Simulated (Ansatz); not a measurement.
Start from Sb (space group R-3m, No. 166; relaxed with 0.1 eV smearing).

```
CELL_PARAMETERS angstrom
      2.13284     1.23140     3.56595
     -2.13284     1.23140     3.56595
      0.00000    -2.46279     3.56595
ATOMIC_POSITIONS crystal
  Sb 0.23960 0.23960 0.23960
  Sb 0.76040 0.76040 0.76040
```

All numbers come from plane-wave PAW DFT at the PBEsol-D3(BJ) level (Ansatz, a quantum-chemistry and plane-wave program, 420 eV), no SOC.

Before the change:

- Pressure = 0.0 GPa
- Band gap = zero

The change: the cell is scaled by 1.0524 in all directions; the atoms relax in the strained cell.

Problem. What does the calculation give for the largest internal atomic displacement after the change?

Solution. The largest internal atomic displacement comes out as 0.087 Å.

Problem. How does this affect the energy relative to the base?

Solution. The energy grows by 96 meV/atom.

Problem. Predict the new pressure.

Solution. The pressure (mean of the normal stresses, compression positive) goes from zero to -5.8 GPa.

Problem. What happens to the band gap?

Solution. The band gap remains zero.

With Sb present, leaving out spin-orbit coupling can change the band edges. Whether these cells are dynamically stable was not tested.
